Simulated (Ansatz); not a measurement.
An Ansatz (an electronic-structure program) run: LaC2; DFT with PBEsol, PAW potentials and a 420 eV plane-wave cutoff in Ansatz, no SOC.

Input:

Ansatz 0.2 input:
```yaml
crystal:
  lattice:
    - [-1.9458007407, 1.9458007407, 3.2644243633]
    - [1.9458007407, -1.9458007407, 3.2644243633]
    - [1.9458007407, 1.9458007407, -3.2644243633]
  atoms:
    - { symbol: La, position: [0, 0, 0] }
    - { symbol: C, position: [0.4008922184, 0.4008922184, 0] }
    - { symbol: C, position: [0.5991077816, 0.5991077816, 0] }
basis: { ecutwfc: 420, ecutrho_ratio: 4, xc_grid: 2, fft_grid_basis: typed }
kpoints: { mp_grid: { grid: [17, 17, 17] } }
hamiltonian:
  xc: pbesol
  dispersion: none
  pseudopotentials: { kind: paw }
scf: { occupations: { method: fermi_dirac, width: 0.05 }, convergence: { dr2_threshold: 0.0000000003 } }
output: { forces: true, stress: true }
```

Output:

```
WARN ansatz: RAYON_NUM_THREADS=2 ignored (pool sized by the plan → 2); use --threads N
Pseudopotentials: kind: paw
Pseudopotential: La, paw, valence charge 11
Pseudopotential: C, paw, valence charge 4
Functional definition: PBEsol
Crystal: 3 atoms, lattice volume = 49.438 Å³
Basis set: ecut = 420 eV, 967 PW (Γ), exchange–correlation on 60×60×60 points (8 copies of the dense FFT grid, shifted against one another)
Bands: 14, of which v1, the nominal top of the filled ones, is band 10 counted from 1 (9 counted from 0)
Symmetry: 16 space group operations
Space group: I4/mmm (ITA 139), of the structure as read, at distance tolerance 3.7e-5 Å
k-points: 405 of 4913
PAW frozen core: La, regenerated for the run's functional, and the local potential with it
PAW frozen core: C, regenerated for the run's functional, and the local potential with it
Initial density: superposition of atomic densities (neutral atoms: chi_scale 0, normalization atom), corrected by the library's trained network
Initial wavefunctions: pseudopotential atomic-orbital guess
Eigensolver: davidson
Functional: x = pbesol(κ = 0.804, μ = 0.12345679012345678), c = pbesol(β = 0.046)
SCF iter   1: F=—  HF=-6655.043780 eV  |F-HF|=—  |Δ(HF+E_count)|=         —  Δρ=5.53e-3  dr2=1.86e-2  ethr=1.77e-3  ⟨swp⟩=4.2  Hψ=26496  notcnv=0
all-band conjugate gradients solve this SCF's bands
preconditioner: auto → Kerker (q_TF=auto, 2.326 Å⁻¹)
SCF iter   2: F=—  HF=-6655.039939 eV  |F-HF|=—  |Δ(HF+E_count)|=   3.84e-3  Δρ=2.32e-3  dr2=3.19e-3  ethr=9.78e-5  ⟨swp⟩=2.5  Hψ=11496  notcnv=0
SCF iter   3: F=—  HF=-6655.039631 eV  |F-HF|=—  |Δ(HF+E_count)|=   3.07e-4  Δρ=6.18e-4  dr2=2.27e-4  ethr=1.68e-5  ⟨swp⟩=2.0  Hψ=9339  notcnv=0
SCF iter   4: F=—  HF=-6655.039641 eV  |F-HF|=—  |Δ(HF+E_count)|=   1.04e-5  Δρ=1.37e-4  dr2=9.46e-6  ethr=1.19e-6  ⟨swp⟩=2.5  Hψ=9335  notcnv=0
SCF iter   5: F=—  HF=-6655.039643 eV  |F-HF|=—  |Δ(HF+E_count)|=   1.25e-6  Δρ=3.40e-5  dr2=4.92e-7  ethr=4.98e-8  ⟨swp⟩=2.5  Hψ=8594  notcnv=0
SCF iter   6: F=—  HF=-6655.039643 eV  |F-HF|=—  |Δ(HF+E_count)|=   7.34e-8  Δρ=6.85e-6  dr2=1.84e-8  ethr=2.59e-9  ⟨swp⟩=2.6  Hψ=9629  notcnv=0
SCF iter   7: F=—  HF=-6655.039643 eV  |F-HF|=—  |Δ(HF+E_count)|=   6.23e-9  Δρ=1.13e-6  dr2=5.52e-10  ethr=9.69e-11  ⟨swp⟩=2.2  Hψ=8308  notcnv=0
SCF iter   8: F=-6655.039643 eV  HF=-6655.039643 eV  |F-HF|=9.09e-13  |Δ(HF+E_count)|=  2.23e-10  Δρ=2.02e-7  dr2=2.25e-11  ethr=1.58e-12  ⟨swp⟩=4.1  Hψ=19065  notcnv=0
SCF 1 converged in 8 iterations: F = -6655.039643 eV  dr2 = 2.25e-11
SCF converged after 8 iterations
Free energy (F): -6655.039643 eV
Harris-Foulkes:  -6655.039643 eV  (|F-HF|=9.09e-13)
Internal energy: -6655.031273 eV  (E = F + TS)
E sigma→0 (E₀):  -6655.035458 eV
Entropy (-TS):   -0.008370 eV (-2.790 meV/atom)
Fermi energy:    10.619018 eV
--- Per-component energies (eV) ---
  E_band       = -22.319855
  E_kinetic    = 365.675521
  E_local      = -496.317057  (includes V_loc(G=0)·N_el)
  E_nonlocal   = 153.406506
  E_hartree    = 148.719791
  E_xc         = -232.637414
  E_vxc        = -264.329765  (∫ρ·V_xc dr)
  E_paw        = -5519.095730  (= ΣΔE_a)
  E_vpaw       = -78.194612  (= ΣTr[D̂ρ^β])
  E_aug_tail   = 0.000013  (compensation charges beyond the density's cutoff)
  E_ewald      = -1074.994615
  E_core_change = 0.211710  (= ΣΔE_core)
  E_smearing   = -0.008370  (= −TS)
  E_closure    = 0.000000  (closes the sum)
  Σ components = -6655.039643   (vs F -6655.039643, Δ=0.00e0)
  [band-id]    e_kinetic+e_local+e_nonlocal+2·e_hartree+e_vxc+e_vpaw+e_augmentation_tail = -22.319811   (vs E_band -22.319855, Δ=4.46e-5)
--- Forces (eV/Å), atoms counted from 1 ---
  atom   1  La     0.00000000     0.00000000     0.00000000
  atom   2  C      0.00000000     0.00000000    -0.00001436
  atom   3  C      0.00000000    -0.00000000     0.00001436
  max |Σ_I F_I| component: 4.16e-17 eV/Å
--- Stress (GPa, compression-positive) ---
        0.000252       0.000000       0.000000
        0.000000       0.000252      -0.000000
       -0.000000       0.000000      -0.000313
  P = ⅓ Tr σ = 0.0001 GPa (0.001 kbar)
  The stress holds the Pulay correction. Without it, at fixed plane waves, as pw.x and ABINIT print it: P = -0.2066 GPa
  The stress includes an estimate of the error left by incomplete SCF convergence (largest component -0.0001 GPa).
--- Band table ---
  band table: none
```

Whether these cells are dynamically stable was not tested. The final runs are not spin-polarised. An odd electron count without spin: LaC2. The cell is LaC$_{2}$ (space group I4/mmm, No. 139).
